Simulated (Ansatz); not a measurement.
Functionals compared on a constructed model of the (0001) surface of hcp Mg, a pseudomorphic layer of Al in the host's stacking (bottom of the slab: a bare face, its two planes held), in Ansatz (plane waves, PAW). The structure was relaxed with PBE; the other rows are single points on it. Cutoff 420 eV (500 eV for r2SCAN).

Model: 7-atom slab, 15.0 Å thick at the start, 13x13x1 mesh, Fermi-Dirac 0.1 eV, dipole correction, 2 atoms held, the rest relaxed; start symmetry kept, larger cells not searched; no spin, no spin-orbit, no U. It is one candidate, not shown to be the stable structure of the face. These notes are the PBE run's.

```
functional  work function of the top face (eV)          rough cost of the single point
----------  ----------------------------------  --------------------------------------
PBE                                       4.20                                       –
RPBE                                         …  about 10 core-seconds (a rough figure)
r2SCAN                                    4.28                 roughly 20 core-seconds
```

**Question.** What belongs in the gaps?

**Answer.** 
- RPBE, work function of the top face (eV): 4.13

Ansatz is a first-principles code.
